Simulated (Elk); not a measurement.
A self-consistent single point of LuTlTe2 (R-3m, 4 atoms in the cell) with Elk.

Method of the run: PBEsol, all-electron FP-LAPW, Elk's shipped species files, APW+lo basis with extra local orbitals run with Elk.

```xyz
4
Lattice="2.1890 1.2638 8.1384 -2.1890 1.2638 8.1384 0.0000 -2.5277 8.1384" Properties=species:S:1:pos:R:3 pbc="T T T"
Lu     0.0000     0.0000    12.2076
Tl     0.0000     0.0000     0.0000
Te     0.0000     0.0000    18.6531
Te     0.0000     0.0000     5.7621
```

Reference input (self-consistent single point, DFT, LDA (PW92), all-electron FP-LAPW, Elk's shipped species files, APW+lo basis with extra local orbitals): xctype = 3; rgkmax = 7.5; stype = 0; swidth = 0.0001 Ha; ngridk = 5 5 5; gmaxvr = 16 1/bohr; nxlo = 2; lorbcnd = true; lmaxi = 3. This run's input differs from it in these lines:

```diff
@@ -4,3 +4,3 @@
 xctype
-  3
+  22
```

Output (repeated stretches shortened):

```
│ Self-consistent loop started │
│ Loop number : 1 │
 total energy                :     -48459.1663135
│ Loop number : 2 │
 total energy                :     -48459.3726930
RMS change in Kohn-Sham potential (target) :   0.1295969848     (  0.1000000000E-05)
Absolute change in total energy (target)   :   0.2063795152     (  0.1000000000E-03)
│ Loop number : 3 │
 total energy                :     -48458.9945349
RMS change in Kohn-Sham potential (target) :   0.1223373620     (  0.1000000000E-05)
Absolute change in total energy (target)   :   0.3265632245     (  0.1000000000E-03)
│ Loop number : 4 │
   [... lines left out ...]
Absolute change in total energy (target)   :   0.3907443017E-02 (  0.1000000000E-03)
│ Loop number : 14 │
 total energy                :     -48448.1804315
RMS change in Kohn-Sham potential (target) :   0.2218723997E-05 (  0.1000000000E-05)
Absolute change in total energy (target)   :   0.5945634548E-03 (  0.1000000000E-03)
│ Loop number : 15 │
 total energy                :     -48448.1806164
RMS change in Kohn-Sham potential (target) :   0.3934299006E-06 (  0.1000000000E-05)
Absolute change in total energy (target)   :   0.3628863487E-04 (  0.1000000000E-03)
Convergence targets achieved

│ Loop number : 16 │

Energies :
 Fermi                       :     0.187641042526
 total energy                :     -48448.1805626

Density of states at Fermi energy :   0.8382862142E-05
 (states/Hartree/unit cell)

Estimated indirect band gap :   0.2409061411E-01
 from k-point     18 to k-point     17
Estimated direct band gap   :   0.5661243763E-01
 at k-point     18

Charges :
 core                        :    180.0000000
 valence                     :    76.00000000
 interstitial                :    7.355838158
 muffin-tins (core leakage)
  species :    1 (Lu)
   atom    1                 :    69.11855640     (  0.6392812466E-06)
  species :    2 (Tl)
   atom    1                 :    79.43935847     (  0.3708422837E-04)
  species :    3 (Te)
   atom    1                 :    50.04312349     (  0.4079404926E-03)
   atom    2                 :    50.04312349     (  0.4079404926E-03)
 total in muffin-tins        :    248.6441618
 total calculated charge     :    255.9879155
 total charge                :    256.0000000
 error                       :   0.1208449026E-01

│ Self-consistent loop stopped │
```

The run converged in 16 iterations. The count includes the last loop, which Elk runs after its targets are met. Against the reference run the gap on the mesh hardly changes (0.660 to 0.656 eV).

The starting cell comes from a database of computed structures (which also holds hypothetical and non-ambient phases and stackings), without a prior relaxation at this level. Its lattice was rescaled by a random factor within 2.5 % of one. Spin-orbit coupling is off. Values depend on the basis (sphere radii, cutoffs, local orbitals), which need not be converged.
